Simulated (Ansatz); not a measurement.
Consider a periodic stack without vacuum, fcc Al (0 0 1) on zinc-blende GaAs (1 1 1) (film strained to the substrate, faces as cut): substrate slab As12Ga12, film Al30, surface cells [[-2, 3], [-1, 0]] and [[5, 3], [0, 1]], film strained by +0.5 and +4.5 %, faces As/Ga and Al/Al as cut (like faces can put a slab off its formula). Its start:

```yaml
crystal:
  lattice:
    - [10.74914, 0.00000, -0.00336]
    - [0.76779, 3.98958, 0.00414]
    - [0.37541, 0.47339, 26.12137]
  atoms:
    - { symbol: As, position: [0.24991, 0.76158, 0.03005] }
    - { symbol: As, position: [0.90258, 0.45171, 0.03322] }
    - { symbol: As, position: [0.57009, 0.13540, 0.02487] }
    - { symbol: As, position: [0.01782, 0.86565, 0.16330] }
    - { symbol: As, position: [0.68385, 0.53215, 0.16167] }
    - { symbol: As, position: [0.35473, 0.19667, 0.16321] }
    - { symbol: As, position: [0.79205, 0.95697, 0.29235] }
    - { symbol: As, position: [0.46148, 0.61898, 0.29210] }
    - { symbol: As, position: [0.12766, 0.29587, 0.28921] }
    - { symbol: As, position: [0.56786, 0.03451, 0.42392] }
    - { symbol: As, position: [0.23349, 0.72824, 0.41861] }
    - { symbol: As, position: [0.90393, 0.38604, 0.42112] }
    - { symbol: Ga, position: [0.24143, 0.75749, 0.13374] }
    - { symbol: Ga, position: [0.90952, 0.42403, 0.13239] }
    - { symbol: Ga, position: [0.57437, 0.09156, 0.12928] }
    - { symbol: Ga, position: [0.01312, 0.85678, 0.25922] }
    - { symbol: Ga, position: [0.68386, 0.51480, 0.25874] }
    - { symbol: Ga, position: [0.35274, 0.17668, 0.25971] }
    - { symbol: Ga, position: [0.79127, 0.94546, 0.38735] }
    - { symbol: Ga, position: [0.45886, 0.60450, 0.38670] }
    - { symbol: Ga, position: [0.12432, 0.28616, 0.38266] }
    - { symbol: Ga, position: [0.57845, 0.77467, 0.51286] }
    - { symbol: Ga, position: [0.19841, 0.82229, 0.51115] }
    - { symbol: Ga, position: [0.95545, 0.45636, 0.51204] }
    - { symbol: Al, position: [0.17297, 0.85173, 0.65486] }
    - { symbol: Al, position: [0.37105, 0.28364, 0.65358] }
    - { symbol: Al, position: [0.57314, 0.70017, 0.65986] }
    - { symbol: Al, position: [0.77683, 0.08068, 0.65482] }
    - { symbol: Al, position: [0.97520, 0.45394, 0.65533] }
    - { symbol: Al, position: [0.17519, 0.34484, 0.57783] }
    - { symbol: Al, position: [0.38221, 0.78931, 0.57928] }
    - { symbol: Al, position: [0.57715, 0.21829, 0.58371] }
    - { symbol: Al, position: [0.76991, 0.59741, 0.58035] }
    - { symbol: Al, position: [0.97843, 0.94866, 0.57845] }
    - { symbol: Al, position: [0.16969, 0.84595, 0.80616] }
    - { symbol: Al, position: [0.38246, 0.25723, 0.80862] }
    - { symbol: Al, position: [0.57383, 0.66554, 0.80892] }
    - { symbol: Al, position: [0.76230, 0.06645, 0.80975] }
    - { symbol: Al, position: [0.97333, 0.44385, 0.80625] }
    - { symbol: Al, position: [0.17656, 0.34601, 0.72997] }
    - { symbol: Al, position: [0.37320, 0.77186, 0.73375] }
    - { symbol: Al, position: [0.57437, 0.18529, 0.73161] }
    - { symbol: Al, position: [0.77488, 0.57054, 0.73411] }
    - { symbol: Al, position: [0.97261, 0.94857, 0.72994] }
    - { symbol: Al, position: [0.15778, 0.83262, 0.94424] }
    - { symbol: Al, position: [0.34371, 0.21900, 0.99391] }
    - { symbol: Al, position: [0.56561, 0.64430, 0.96600] }
    - { symbol: Al, position: [0.79849, 0.00487, 0.00558] }
    - { symbol: Al, position: [0.98416, 0.41749, 0.94463] }
    - { symbol: Al, position: [0.18871, 0.32970, 0.87716] }
    - { symbol: Al, position: [0.38275, 0.74443, 0.88922] }
    - { symbol: Al, position: [0.56964, 0.15350, 0.88396] }
    - { symbol: Al, position: [0.75833, 0.55400, 0.89133] }
    - { symbol: Al, position: [0.95387, 0.94500, 0.87745] }
```

The start was prepared with a machine-learned potential, and the result is one local minimum, with the in-plane cell held and forces under 0.04 eV/Å; the film can end far from its bulk form.

Level of theory: PBE (plane waves to 420 eV, PAW; Ansatz, a program for electronic structure). No spin–orbit coupling; the runs are not spin-polarised; PBE gaps are too small against experiment. Its k-point mesh 3×7×1, Fermi–Dirac width 0.05 eV.

### Question
Predict the relaxed interface.

### Answer
```
Item                                                                                        Value
--------------------------------------------------------------------------------  ---------------
interface area                                                                            42.9 Å²
period                                                                                    25.67 Å
gaps between the outermost planes at the two interfaces                           1.64 and 1.24 Å
Al–Ga contacts across the interfaces within 1.22 times the sum of covalent radii  12, mean 2.73 Å
Al–As contacts across the interfaces within 1.22 times the sum of covalent radii  10, mean 2.53 Å
```
